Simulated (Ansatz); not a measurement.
Cl on the 1x1 (110) surface of 3C silicon carbide (cut with top plane C + Si), one in a 1x1 cell, energies for each (13.6 Å²). Energies are against ½ Cl2(g), without zero-point or thermal terms; each row is named by its start. No converged result for: 2 more starts.

Host crystal: 3C silicon carbide, with a band gap (PBE, scalar-relativistic without spin-orbit coupling).

Computed with PBE (plane waves to 420 eV, PAW; Ansatz, a first-principles code).

Model: 13-atom slab, 7.7 Å thick at the start under the adsorbate (thin: gaps and levels are the slab's own), 6x6x1 mesh, Fermi-Dirac 0.01 eV, dipole correction, 6 atoms held, the rest relaxed; each run with such symmetry as its start has; spin-polarised, no spin-orbit, no U, no dispersion correction.

A negative adsorption energy means that the adsorbate is more stable on the surface than in its reference. Starts that drift may end in the same place. Heights count from the host atoms within 0.3 Å of the top one. Moments of ungapped slabs depend on the mesh.

```
starting site             E_ads (eV)  height (Å)  nearest host atom (Å)  bonded to  change of the vacuum step (eV)  lateral drift (Å)  moment (μB)
------------------------  ----------  ----------  ---------------------  ---------  ------------------------------  -----------------  -----------
top C                          -0.56        1.53                 C 1.83          C                           -0.63                1.0          0.9
top Si                         -1.90        1.85                Si 2.06         Si                            0.47                1.3          1.0
over C at depth 1.5 Å          -1.90        1.85                Si 2.06         Si                            0.47                0.1          1.0
hollow C-C-Si-Si               -1.90        1.85                Si 2.06         Si                            0.47                0.8          1.0
bridge C-Si (span 3.9 Å)       -1.90        1.85                Si 2.06         Si                            0.48                0.9          1.0
```
